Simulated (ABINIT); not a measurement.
**Input and output of a self-consistent single point for HfO2 (Fm-3m, 3 atoms in the cell) (ABINIT)**

Level of theory: PBE, PAW (JTH v2.0 PBE PAW) (plane waves; ABINIT).

Input:

```
# HfO2, JTH v2.0 PBE PAW
pp_dirpath "./"
pseudos "Hf.GGA_PBE-JTH.xml, O.GGA_PBE-JTH.xml"
acell 3.5813261411 3.5813261411 3.5813261411 Angstrom
rprim
        -0.0000000000    0.7071067812    0.7071067812
         0.7071067812   -0.0000000000    0.7071067812
         0.7071067812    0.7071067812   -0.0000000000
natom 3
ntypat 2
znucl 72 8
typat 1 2 2
xred
         0.0000000000    0.0000000000    0.0000000000
         0.2500000000    0.2500000000    0.2500000000
         0.7500000000    0.7500000000    0.7500000000
ecut 653 eV
pawecutdg 1306 eV
occopt 3
tsmear 0.00073499
nband 17
kptopt 1
ngkpt 5 5 5
nshiftk 1
shiftk 0 0 0
nstep 50
tolvrs 1.0e-12
prtwf 0
prtden 0
prtvol 1
enunit 1
```

Output (repeated stretches shortened):

```
 Symmetries : space group Fm -3 m (#225); Bravais cF (face-center cubic)

 -outvars: echo values of preprocessed input variables --------
            acell      6.7677255992E+00  6.7677255992E+00  6.7677255992E+00 Bohr
             ecut      2.39973095E+01 Hartree
           enunit           1
              ixc     -101130
         kptrlatt        5    0    0      0    5    0      0    0    5
          kptrlen      3.38386280E+01
            natom           3
            nband          17
            ngfft          30      30      30
          ngfftdg          45      45      45
             nkpt          10
            nstep          50
             nsym          48
           ntypat           2
           occopt           3
        pawecutdg      4.79946190E+01 Hartree
            rprim     -0.0000000000E+00  7.0710678120E-01  7.0710678120E-01
                       7.0710678120E-01 -0.0000000000E+00  7.0710678120E-01
                       7.0710678120E-01  7.0710678120E-01 -0.0000000000E+00
          spgroup         225
           tolvrs      1.00000000E-12
           tsmear      7.34990000E-04 Hartree
            typat      1  2  2
           useylm           1
             xred      0.0000000000E+00  0.0000000000E+00  0.0000000000E+00
                       2.5000000000E-01  2.5000000000E-01  2.5000000000E-01
                       7.5000000000E-01  7.5000000000E-01  7.5000000000E-01
            znucl       72.00000    8.00000

== DATASET  1 ==================================================================

 Real(R)+Recip(G) space primitive vectors, cartesian coordinates (Bohr,Bohr^-1):
 R(1)=  0.0000000  4.7855047  4.7855047  G(1)= -0.1044822  0.1044822  0.1044822
 R(2)=  4.7855047  0.0000000  4.7855047  G(2)=  0.1044822 -0.1044822  0.1044822
 R(3)=  4.7855047  4.7855047  0.0000000  G(3)=  0.1044822  0.1044822 -0.1044822
 Unit cell volume ucvol=  2.1918621E+02 bohr^3
 Angles (23,13,12)=  6.00000000E+01  6.00000000E+01  6.00000000E+01 degrees

 Coarse grid specifications (used for wave-functions):

 getcut: wavevector=  0.0000  0.0000  0.0000  ngfft=  30  30  30
         ecut(hartree)=     23.997   => boxcut(ratio)=   2.01240

 Fine grid specifications (used for densities):

 getcut: wavevector=  0.0000  0.0000  0.0000  ngfft=  45  45  45
         ecut(hartree)=     47.995   => boxcut(ratio)=   2.08472

   2.44829958E+03                                ecore*ucvol(ha*bohr**3)

_setup2: Arith. and geom. avg. npw (full set) are    1232.168    1232.129

--- !BeginCycle
solver: {iscf: 17, nstep: 50, nline: 4, wfoptalg: 10, }
tolerances: {tolvrs: 1.00E-12, }
...

     iter   Etot(hartree)      deltaE(h)  residm     nres2
 ETOT  1  -81.394409846454    -8.139E+01 3.002E+00 4.514E+01
 ETOT  2  -82.568506064306    -1.174E+00 1.339E-01 1.154E+01
 ETOT  3  -82.560980806717     7.525E-03 5.767E-02 1.804E+00
 ETOT  4  -82.560124110593     8.567E-04 7.640E-03 3.128E-01
 ETOT  5  -82.559646961188     4.771E-04 1.971E-03 7.526E-03
 ETOT  6  -82.559783106182    -1.361E-04 1.115E-03 9.615E-03
   [... 6 lines left out ...]
 ETOT 13  -82.559785132064    -1.790E-10 1.045E-04 1.504E-08
 ETOT 14  -82.559785132027     3.666E-11 2.017E-04 8.906E-10
 ETOT 15  -82.559785131976     5.068E-11 5.790E-05 1.149E-10
 ETOT 16  -82.559785131989    -1.222E-11 1.109E-04 1.123E-12
 ETOT 17  -82.559785131996    -7.105E-12 3.135E-05 3.964E-13

 At SCF step   17       nres2   =  3.96E-13 < tolvrs=  1.00E-12 =>converged.

 Cartesian components of stress tensor (hartree/bohr^3)
  sigma(1 1)= -4.54152146E-05  sigma(3 2)=  0.00000000E+00
  sigma(2 2)= -4.54152146E-05  sigma(3 1)=  0.00000000E+00
  sigma(3 3)= -4.54152146E-05  sigma(2 1)=  0.00000000E+00

 ----iterations are completed or convergence reached----

 reduced coordinates (array xred) for    3 atoms
       0.000000000000      0.000000000000      0.000000000000
       0.250000000000      0.250000000000      0.250000000000
       0.750000000000      0.750000000000      0.750000000000
 cartesian forces (eV/Angstrom) at end:
    1     -0.00000000000000     0.00000000000000     0.00000000000000
    2      0.00000000000000    -0.00000000000000     0.00000000000000
    3      0.00000000000000    -0.00000000000000    -0.00000000000000
 frms,max,avg= 3.7808480E-30 6.3574573E-30   0.000E+00  0.000E+00  0.000E+00 e/A
 length scales=  6.767725599223  6.767725599223  6.767725599223 bohr
              =  3.581326141100  3.581326141100  3.581326141100 angstroms
 Fermi (or HOMO) energy (eV) =   2.07603   Average Vxc (eV)= -11.87694
 Eigenvalues (   eV  ) for nkpt=  10  k points:
 kpt#   1, nband= 17, wtk=  0.00800, kpt=  0.0000  0.0000  0.0000 (reduced coord)
 -61.06013  -29.53386  -29.53386  -29.53386  -18.64785  -15.61459   -5.26295   -5.26295
  -5.26295   -0.51034   -0.51034   -0.51034    4.00133    4.00133    5.95680   10.58117
  10.58117
 prteigrs : prtvol=0 or 1, do not print more k-points.

--- !EnergyTerms
comment             : Components of total free energy in Hartree
kinetic             :  2.05664741971772E+01
hartree             :  1.32113769334873E+01
xc                  : -1.50096768492371E+01
Ewald energy        : -6.79002856649779E+01
psp_core            :  1.11699526072055E+01
local_psp           : -2.70364124918237E+01
spherical_terms     : -1.75612141052892E+01
internal            : -8.25597853734579E+01
'-kT*entropy'       :  7.52639330014859E-16
total_energy        : -8.25597853734579E+01
total_energy_eV     : -2.24656601119638E+03
...

-Cartesian components of stress tensor (GPa)         [Pressure=  1.3362E+00 GPa]
- sigma(1 1)= -1.33616152E+00  sigma(3 2)=  0.00000000E+00
- sigma(2 2)= -1.33616152E+00  sigma(3 1)=  0.00000000E+00
- sigma(3 3)= -1.33616152E+00  sigma(2 1)=  0.00000000E+00

 Calculation completed.
```

The run converged in 17 iterations.

The starting cell has typed, rounded lattice constants, without a prior relaxation at this level. Its lattice was rescaled by up to half a per cent.

These are the values that this program gave, and no reference: the one-centre exchange-correlation terms come from a truncated expansion.
